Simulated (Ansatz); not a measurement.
**SrCl2: energy against volume**

SrCl2 (fluorite, Fm-3m, 29.089 Å³/atom and stress up to 0.01 GPa in the relaxed cell, cube axes along x, y and z) under hydrostatic pressure, with the cell free. PBE in Ansatz, a plane-wave DFT program (PAW, default set), 420 eV, 8×8×8 Γ-centred mesh, Fermi-Dirac smearing 0.05 eV; ions are relaxed, or left where forces stay under 0.02 eV/Å, within the symmetry of each cell.

Here V stands for volume and E for E less E0.

```csv
volume (Å³/atom),E less E0 (meV/atom),pressure (GPa)
31.1613,13.64,-1.98
30.0256,2.98,-0.99
29.0886,0.00,0.00
28.8540,0.21,0.28
28.5270,1.19,0.69
27.9321,5.22,1.50
26.9899,?,?
```

Question: Fit E against V with the third-order Birch-Murnaghan form, a cubic in V^(-2/3), and predict the withheld value at V = 26.9899.

Answer: With u = V^(-2/3) - 0.1054, the rows have u = -0.0044151, -0.0018845, 0.0003267, 0.0008990, 0.0017098, 0.0032253. Least squares gives E = 0.066 - 395.4·u + 613292·u² + 1475254·u³. Residuals (row less fit): 0.000, 0.001, -0.002, 0.003, 0.000, 0.000; standard error 0.003 (degrees of freedom: 2). Its minimum lies at u = 0.0003220, so V0 = (0.1057220)^(-3/2) = 29.09. There d²E/du² = 1229000 and d³E/du³ = 8852000, so B0 = (4/9) × 29.09^(-7/3) × 1229000 × 0.160218 = 33.6 GPa (the last factor turns the table's units into GPa), and B0' = 4 + (2/3) × 0.1057220 × (8852000)/1229000 = 4.5. B0' rests on the cubic coefficient alone and has a standard error of 0.1 from these residuals. At the withheld row, u = 0.0057388, so E = 0.066 - 395.4 × 0.0057388 + 613292 × 0.0057388² + 1475254 × 0.0057388³ = 18.274 meV/atom. The calculation gives 18.27 meV/atom, which the fit meets to the printed digits. The row lies outside the fitted rows, so this is an extrapolation. The scatter of the fitted rows lies at the last printed digit.

Other structures, which can take over under pressure, weren't tried. The same form fitted to the pressure column gives B0' = 4.5; series where the two differ by over 0.4 aren't shown. Rows are the converged runs of the series near zero and its far end, less any whose ions stayed unrelaxed beside relaxed ones; series whose fitted rows scatter by over a few per cent of the range, as at a crossing or softening among them, aren't shown in this form.
